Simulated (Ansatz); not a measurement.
## CdTe, response to strain

The reference is CdTe in the zinc blende structure (space group F-43m, No. 216; a = 6.489 Å). Axes: x, y, z lie along the cube axes.

Strains are applied to the cell and any free atomic positions relax.

All numbers come from DFT with PBEsol, PAW potentials and a 420 eV plane-wave cutoff in Ansatz (a first-principles code), without spin-orbit coupling.

Notes on the quantities. pressure: mean of the normal stresses, compression positive.

```tsv
case	band gap	shortest interatomic distance	pressure
base	0.65 eV	2.810 Å	0.01 GPa
uniaxial strain ε_zz = −3.00 %	0.67 eV	2.782 Å	1.35 GPa
uniaxial strain ε_zz = −2.50 %	0.67 eV	2.786 Å	1.11 GPa
uniaxial strain ε_zz = −2.00 %	0.66 eV	2.791 Å	0.88 GPa
uniaxial strain ε_zz = −1.00 %	0.66 eV	2.800 Å	0.43 GPa
uniaxial strain ε_zz = −0.50 %	0.65 eV	2.805 Å	0.22 GPa
uniaxial strain ε_zz = +1.00 %	0.61 eV	2.819 Å	-0.39 GPa
uniaxial strain ε_zz = +1.50 %	0.59 eV	2.824 Å	-0.59 GPa
uniaxial strain ε_zz = +2.50 %	0.55 eV	2.833 Å	-0.96 GPa
uniaxial strain ε_zz = +3.00 %	[?]	[?]	[?]
```

**Question.** Fill in the withheld entries from the trend.

**Answer.** 
- uniaxial strain ε_zz = +3.00 %, band gap: 0.53 eV
- uniaxial strain ε_zz = +3.00 %, shortest interatomic distance: 2.838 Å
- uniaxial strain ε_zz = +3.00 %, pressure: -1.14 GPa

With Te present, leaving out spin-orbit coupling can change the band edges. Whether these cells are dynamically stable was not tested.
